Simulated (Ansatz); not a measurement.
Take Rb3P (space group Fm-3m, No. 225; a = 8.213 Å; a model cell, its experimental status unchecked) as the base. Axes: x, y, z lie along the cube axes.

Computed with plane-wave PAW DFT at the PBEsol level (Ansatz, a first-principles code, 420 eV), scalar-relativistic without spin-orbit coupling.

Before the change:

| Property | Result |
|---|---|
| Valley order | Γ 0.59 eV; X along ⟨100⟩ 1.73 eV |
| Shortest interatomic distance | 3.556 Å |
| Smallest direct gap | 0.90 eV |

Perturbation: a pure shear with ε_xy = ε_yx = 0.0038, atoms relaxed at fixed cell.

Q: What happens to the stress?

A: The stress (xx, yy, zz, yz, xz, xy; compression positive) amounts to (0.01, 0.01, 0.01, 0.00, 0.00, -0.10) GPa.

Q: Predict the new valley order.

A: The valley order (the lowest conduction-band minima on the path, energy above the VBM, named in the base's zone) goes from Γ 0.59 eV; X along ⟨100⟩ 1.73 eV to Γ 0.59 eV; X along [001] 1.72 eV; X along [100] 1.72 eV.

Q: Predict the new shortest interatomic distance.

A: The shortest interatomic distance shrinks by 0.012 Å (3.556 Å → 3.544 Å).

Q: How does this affect the smallest direct gap?

A: The smallest direct gap is nearly the same (0.90 eV against 0.89 eV).

The cells carry an imposed strain or load. No phonon test of stability was made.
